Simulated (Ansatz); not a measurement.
Base system: SiO₂ in the rutile structure (space group P4_2/mnm, No. 136; a = 4.1945 Å, c = 2.6782 Å).

Structures relaxed with DFT with PBEsol, PAW potentials and a 420 eV plane-wave cutoff in Ansatz (a quantum-chemistry and plane-wave program), scalar-relativistic without spin-orbit coupling, earlier PAW set.

Base:

Simulated powder pattern, Cu Kα1, λ = 1.54056 Å (kinematic, ideal powder, no thermal factors, no anomalous dispersion; the 10 strongest lines at most, above 2 %, up to 2θ = 90°):

```csv
2θ (°),I/Imax (%),hkl
30.11,100,(110)
39.90,25,(101)
45.60,41,(111)
48.49,15,(210)
60.18,61,(211)
62.59,20,(220)
70.23,11,(002)
71.00,6.5,(310)
76.85,28,(301)
78.27,11,(112)
```

Now apply this change: full substitution Si → P, then cell and atoms are relaxed.

Problem. Where do the lines fall after the change?

Solution. 
Simulated powder pattern, Cu Kα1, λ = 1.54056 Å (kinematic, ideal powder, no thermal factors, no anomalous dispersion; the 10 strongest lines at most, above 2 %, up to 2θ = 90°):

| 2θ (°) | I/Imax (%) | hkl |
|---|---|---|
| 28.42 | 100 | (110) |
| 37.86 | 30 | (101) |
| 43.18 | 40 | (111) |
| 45.68 | 13 | (210) |
| 56.75 | 60 | (211) |
| 58.82 | 22 | (220) |
| 66.49 | 10 | (002) |
| 66.59 | 7.2 | (310) |
| 72.11 | 27 | (301) |
| 73.83 | 11 | (112) |

The indices refer to each structure's own conventional cell; one index is shown for lines that coincide.

Stability against distortions was not tested. As relaxed here, PO2 is a hypothetical phase, not in the database extracts checked. All final runs are without spin polarisation.
